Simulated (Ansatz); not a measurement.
The parent structure is CdS in the wurtzite structure (space group P6_3mc, No. 186; a = 4.0741 Å, c = 6.6367 Å).

The values are results of Kohn–Sham DFT with the LDA functional, run in Ansatz (a first-principles code) with PAW and 420 eV plane waves, spin-orbit coupling left out, not measurements.

Base values:

| Quantity | Result |
|---|---|
| Electron mass | 0.11 mₑ along c, 0.11 mₑ across (at Γ) |
| Pressure | 0.00 GPa |
| Band gap | 1.03 eV |

The change: the cell is scaled by 1.0300 in all directions, atoms relaxed at fixed cell.

Problem. Predict the new electron mass, pressure and band gap.

Solution. The electron mass goes from 0.11 mₑ along c, 0.11 mₑ across (at Γ) to 0.092 mₑ along c, 0.098 mₑ across (at Γ); the pressure (mean of the normal stresses, compression positive) goes from zero to -4.90 GPa; the band gap falls by 0.20 eV, from 1.03 eV to 0.83 eV.

The cells carry an imposed strain or load. Effective masses come from finite differences of ±0.01 Å⁻¹. Stability against distortions was not tested.
